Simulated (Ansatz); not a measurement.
End structure of the (111) surface of rock-salt TiC in its 1x1 cell (cut with top plane C, bottom plane C), outermost plane spacing 1.25 Å in the ideal cut (one of several cuts of this face), with 1 C a cell over the bulk's ratio:

```
CELL_PARAMETERS angstrom
      3.06391     0.00000     0.00000
     -1.53196     2.65343     0.00000
      0.00000     0.00000    26.50000
ATOMIC_POSITIONS crystal
  C  0.66667 0.33333 0.31593
  Ti 0.33333 0.66667 0.35799
  C  0.00000 0.00000 0.40555
  Ti 0.66667 0.33333 0.45286
  C  0.33333 0.66667 0.50000
  Ti 0.00000 0.00000 0.54714
  C  0.66667 0.33333 0.59445
  Ti 0.33333 0.66667 0.64201
  C  0.00000 0.00000 0.68407
```

Model: 9-atom slab, C5Ti4, 10.0 Å thick at the start (thin: gaps and levels are the slab's own), 14x14x1 mesh, Fermi-Dirac 0.1 eV, dipole correction, all atoms relaxed; start symmetry kept, larger cells not searched; no spin, no spin-orbit, no U.

### Question
What work function of the top face does Ansatz (an electronic-structure program) with PBE give?

### Answer
6.72 eV
